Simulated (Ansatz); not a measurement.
The starting structures come from a database of crystals and need not be the phases stable at ambient conditions.

 Where the default PAW files enter, the runs use the earlier of Ansatz's two default sets.

**Evanescent states of N₂ (P4_2/mnm, not sure to be the ambient phase, 4 atoms a cell, 22.3 Å³ an atom) along the normal of (100)**

Calculation: r2SCAN (plane waves, PAW; Ansatz, a quantum-chemistry and plane-wave program).

The gap is the functional's own. No spin-orbit coupling. Mid-gap values are interpolated on the energy grid.

Energies count from the valence-band top; κ is the least over a 8×6 mesh across the current.

```json
[
 {"E (eV)": "0.17", "κ (1/Å)": "0.436", "where": "off Γ"},
 {"E (eV)": "0.51", "κ (1/Å)": "0.724", "where": "off Γ"},
 {"E (eV)": "0.85", "κ (1/Å)": "0.810", "where": "off Γ"},
 {"E (eV)": "1.19", "κ (1/Å)": "0.858", "where": "off Γ"},
 {"E (eV)": "1.53", "κ (1/Å)": "0.896", "where": "off Γ"},
 {"E (eV)": "1.87", "κ (1/Å)": "0.926", "where": "off Γ"},
 {"E (eV)": "2.21", "κ (1/Å)": "0.951", "where": "off Γ"},
 {"E (eV)": "2.55", "κ (1/Å)": "0.967", "where": "Γ"},
 {"E (eV)": "2.89", "κ (1/Å)": "0.922", "where": "Γ"},
 {"E (eV)": "3.23", "κ (1/Å)": "0.886", "where": "Γ"},
 {"E (eV)": "3.57", "κ (1/Å)": "0.855", "where": "Γ"},
 {"E (eV)": "3.91", "κ (1/Å)": "0.825", "where": "Γ"},
 {"E (eV)": "4.25", "κ (1/Å)": "0.795", "where": "Γ"},
 {"E (eV)": "4.59", "κ (1/Å)": "0.765", "where": "Γ"},
 {"E (eV)": "4.93", "κ (1/Å)": "0.732", "where": "Γ"},
 {"E (eV)": "5.27", "κ (1/Å)": "0.697", "where": "Γ"},
 {"E (eV)": "5.61", "κ (1/Å)": "0.658", "where": "Γ"},
 {"E (eV)": "5.95", "κ (1/Å)": "0.614", "where": "Γ"},
 {"E (eV)": "6.29", "κ (1/Å)": "0.562", "where": "Γ"},
 {"E (eV)": "6.63", "κ (1/Å)": "0.500", "where": "Γ"},
 {"E (eV)": "6.97", "κ (1/Å)": "0.421", "where": "Γ"},
 {"E (eV)": "7.31", "κ (1/Å)": "0.308", "where": "Γ"}
]
```

Problem. How thick must the barrier be to attenuate the transmission by 10^4 when the electrodes' Fermi level lies at 2.89 eV, and what attenuation does that film give at 3.23 eV?

Solution. d = 4 ln 10 / (2 × 0.922) = 5.0 Å. At 3.23 eV it gives 4 × 0.886/0.922 = 3.8 decades.
